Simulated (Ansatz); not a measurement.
Base system: Cs2AgBiBr6 (space group Fm-3m, No. 225).

```
CELL_PARAMETERS angstrom
      0.00000     5.49816     5.49816
      5.49816     0.00000     5.49816
      5.49816     5.49816     0.00000
ATOMIC_POSITIONS crystal
  Bi 0.00000 0.00000 0.00000
  Ag 0.50000 0.50000 0.50000
  Cs 0.25000 0.25000 0.25000
  Cs 0.75000 0.75000 0.75000
  Br 0.25545 0.74455 0.25545
  Br 0.25545 0.74455 0.74455
  Br 0.74455 0.25545 0.74455
  Br 0.74455 0.25545 0.25545
  Br 0.25545 0.25545 0.74455
  Br 0.74455 0.74455 0.25545
```

Cartesian axes are those of the cell as printed.

Method: Ansatz (a program for electronic structure), LDA, PAW, cutoff 420 eV, no spin-orbit coupling.

Before the change:

| Quantity | Value |
|---|---|
| Smallest direct gap | 2.20 eV |
| Band gap | 0.94 eV |

The change: biaxial strain −2.25 %, plane normal [001], relaxed out of plane (Cartesian); in-plane vectors clamped, the third vector and the atoms free.

### Question
What does the calculation give for the smallest direct gap, band gap and in-plane stress after the change?

### Answer
The smallest direct gap drops by 0.04 eV (2.20 eV → 2.16 eV); the band gap drops by 0.16 eV (0.94 eV → 0.78 eV); the mean in-plane stress (compression positive) is +1.8 GPa.

With Bi present, leaving out spin-orbit coupling can change the band edges. Stability against distortions was not tested.
